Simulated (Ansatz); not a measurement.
The starting structures come from a database of crystals and need not be the phases stable at ambient conditions.

The decay constant κ of evanescent states in the gap governs leakage through a thin film.

Consider the following.

```yaml
crystal:
  lattice:
    - [4.79242, 0.00000, 0.00000]
    - [-2.39621, 4.15036, 0.00000]
    - [2.39621, 1.38345, 3.91300]
  atoms:
    - { symbol: Tl, position: [0.00000, 0.00000, 0.00000] }
    - { symbol: Br, position: [0.00000, 0.50000, 0.50000] }
```

The cell was relaxed by PBE-D3(BJ); by PBEsol it stands under a pressure of -1.6 GPa.

Transport runs along the normal of the first two printed cell vectors, the (111) plane of the conventional cell.

No gap correction and no spin-orbit coupling; mid-gap is the computed energy nearest the middle.

**Question.** State the band gap and the smallest decay constant κ at mid-gap according to PBEsol (Ansatz, a quantum-chemistry and plane-wave program).

**Answer.** Gap 2.19 eV on a 10×10×10 mesh; κ = 0.242 1/Å, at the zone centre.
